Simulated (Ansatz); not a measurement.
## Worked example: self-consistent single point of CoSi2 (I4mm, 3 atoms in the cell) in Ansatz

Level of theory: PBEsol, default PAW files made with PBE (plane waves; Ansatz, a quantum-chemistry and plane-wave program).

Input as run:

Ansatz 0.2 input:
```yaml
# CoSi2
crystal:
  lattice:
    - [0.000000, 2.671960, 2.671960]
    - [2.671960, 0.000000, 2.671960]
    - [2.671960, 2.671960, 0.000000]
  atoms:
    - { symbol: Co, position: [0.009356, 0.009356, -0.009356] }
    - { symbol: Si, position: [0.250000, 0.250000, 0.250000] }
    - { symbol: Si, position: [0.750000, 0.750000, 0.750000] }
basis:
  ecutwfc: 420.0 eV
kpoints:
  mp_grid:
    grid: [11, 11, 11]
hamiltonian:
  xc: pbesol
  pseudopotentials:
    kind: paw
scf:
  occupations:
    method: fermi_dirac
    width: 0.1 eV
output:
  forces: true
  eigenvalues: true
  stress: true
```

The program printed (abridged):

```
WARN ansatz: RAYON_NUM_THREADS=1 ignored (pool sized by the plan → 1); use --threads N
Pseudopotentials: kind: paw
Pseudopotential: Co, paw, valence charge 17
Pseudopotential: Si, paw, valence charge 4
Crystal: 3 atoms, lattice volume = 38.152 Å³
Basis set: ecut = 420 eV, 725 PW (Γ), exchange–correlation on 54×54×54 points (8 copies of the dense FFT grid, shifted against one another)
Bands: 17, of which v1, the nominal top of the filled ones, is band 13 counted from 1 (12 counted from 0)
Symmetry: 8 space group operations
Space group: I4mm (ITA 107), of the structure as read, at distance tolerance 3.4e-5 Å
k-points: 126 of 1331 (time reversal used)
PAW frozen core: Co, regenerated for the run's functional, and the local potential with it
PAW frozen core: Si, regenerated for the run's functional, and the local potential with it
Initial density: superposition of atomic densities (neutral atoms: chi_scale 0, normalization atom), corrected by the library's trained network
Initial wavefunctions: pseudopotential atomic-orbital guess
Eigensolver: davidson
Functional: x = pbesol(κ = 0.804, μ = 0.12345679012345678), c = pbesol(β = 0.046)
SCF iter   1: F=—  HF=-6337.725296 eV  |F-HF|=—  |Δ(HF+E_count)|=         —  Δρ=1.80e-2  dr2=8.64e-2  ethr=1.77e-3  ⟨swp⟩=5.0  Hψ=11030  notcnv=0
all-band conjugate gradients solve this SCF's bands
preconditioner: auto → Kerker (q_TF=auto, 2.543 Å⁻¹)
SCF iter   2: F=—  HF=-6337.717847 eV  |F-HF|=—  |Δ(HF+E_count)|=   7.45e-3  Δρ=5.89e-3  dr2=1.24e-2  ethr=3.45e-4  ⟨swp⟩=2.0  Hψ=3505  notcnv=0
SCF iter   3: F=—  HF=-6337.716931 eV  |F-HF|=—  |Δ(HF+E_count)|=   9.16e-4  Δρ=1.14e-3  dr2=9.47e-4  ethr=4.97e-5  ⟨swp⟩=1.0  Hψ=2142  notcnv=0
SCF iter   4: F=—  HF=-6337.716969 eV  |F-HF|=—  |Δ(HF+E_count)|=   3.81e-5  Δρ=4.53e-4  dr2=1.05e-4  ethr=3.79e-6  ⟨swp⟩=2.9  Hψ=3379  notcnv=0
SCF iter   5: F=—  HF=-6337.716978 eV  |F-HF|=—  |Δ(HF+E_count)|=   9.13e-6  Δρ=8.84e-5  dr2=3.70e-6  ethr=4.21e-7  ⟨swp⟩=2.3  Hψ=2732  notcnv=0
SCF iter   6: F=—  HF=-6337.716975 eV  |F-HF|=—  |Δ(HF+E_count)|=   3.00e-6  Δρ=8.03e-5  dr2=1.21e-6  ethr=1.48e-8  ⟨swp⟩=2.0  Hψ=3712  notcnv=0
SCF iter   7: F=—  HF=-6337.716975 eV  |F-HF|=—  |Δ(HF+E_count)|=   1.35e-7  Δρ=2.01e-5  dr2=1.15e-7  ethr=4.83e-9  ⟨swp⟩=2.5  Hψ=3187  notcnv=0
SCF iter   8: F=-6337.716975 eV  HF=-6337.716975 eV  |F-HF|=3.84e-9  |Δ(HF+E_count)|=   8.34e-9  Δρ=4.40e-6  dr2=5.32e-9  ethr=4.00e-10  ⟨swp⟩=4.0  Hψ=6572  notcnv=0
SCF 1 converged in 8 iterations: F = -6337.716975 eV  dr2 = 5.32e-9
SCF converged after 8 iterations
Free energy (F): -6337.716975 eV
Harris-Foulkes:  -6337.716975 eV  (|F-HF|=3.84e-9)
Internal energy: -6337.682778 eV  (E = F + TS)
E sigma→0 (E₀):  -6337.699877 eV
Entropy (-TS):   -0.034197 eV (-11.399 meV/atom)
Fermi energy:    12.897513 eV
--- Per-component energies (eV) ---
  E_band       = -283.044097
  E_kinetic    = 548.265427
  E_local      = -4090.284972  (includes V_loc(G=0)·N_el)
  E_nonlocal   = 503.554268
  E_hartree    = 1777.926924
  E_xc         = -272.290470
  E_vxc        = -305.182439  (∫ρ·V_xc dr)
  E_paw        = -2481.646643  (= ΣΔE_a)
  E_vpaw       = -495.244341  (= ΣTr[D̂ρ^β])
  E_aug_tail   = 0.000093  (compensation charges beyond the density's cutoff)
  E_ewald      = -2323.458946
  E_core_change = 0.251541  (= ΣΔE_core)
  E_smearing   = -0.034197  (= −TS)
  E_closure    = -0.000000  (closes the sum)
  Σ components = -6337.716975   (vs F -6337.716975, Δ=0.00e0)
--- Forces (eV/Å), atoms counted from 1 ---
  atom   1  Co     0.00000000     0.00000000    -0.57973259
  atom   2  Si     0.00000000    -0.00000000     0.28986414
  atom   3  Si    -0.00000000     0.00000000     0.28986414
  max |Σ_I F_I| component: 4.30e-6 eV/Å
--- Stress (GPa, compression-positive) ---
       -3.038132       0.000000       0.000000
        0.000000      -3.038132       0.000000
        0.000000       0.000000      -3.137244
  P = ⅓ Tr σ = -3.0712 GPa (-30.712 kbar)
  The stress holds the Pulay correction. Without it, at fixed plane waves, as pw.x and ABINIT print it: P = -3.1520 GPa
--- Band table (eV; the first three rows and the last of 126) ---
  k-point 0: bands = ["-81.5787", "-45.0366", "-45.0366", "-45.0343", "-0.2946", "8.7629", "8.7691", "8.7691", "10.9545", "10.9571", "13.7242", "16.2038", "16.2038", "16.3038", "16.3725", "16.4511", "16.4511"]
  k-point 1: bands = ["-81.5788", "-45.0368", "-45.0367", "-45.0344", "-0.1682", "8.4614", "8.8105", "8.8138", "10.9162", "10.9190", "13.7821", "14.8051", "15.5015", "15.5242", "17.1754", "17.1783", "17.9852"]
  k-point 2: bands = ["-81.5788", "-45.0372", "-45.0367", "-45.0346", "0.2082", "7.6593", "8.9314", "8.9344", "10.8379", "10.8413", "12.8486", "14.6498", "14.7042", "14.8687", "17.1772", "17.1822", "17.8470"]
  k-point 125: bands = ["-81.5787", "-45.0377", "-45.0375", "-45.0368", "3.8902", "5.7058", "6.1985", "9.0260", "9.2371", "10.8667", "10.9222", "11.2020", "11.5879", "14.6142", "16.0049", "20.5688", "22.1645"]
```

The run converged in 8 iterations.

The starting cell has typed, rounded lattice constants, without a prior relaxation at this level. Its lattice was rescaled by up to half a per cent. One atom was moved a little off its site on purpose. Spin polarisation is off. With a pressure of about -3 GPa the cell is away from its equilibrium volume at this level. Ansatz's pressure includes its estimate of the finite-basis (Pulay) stress.
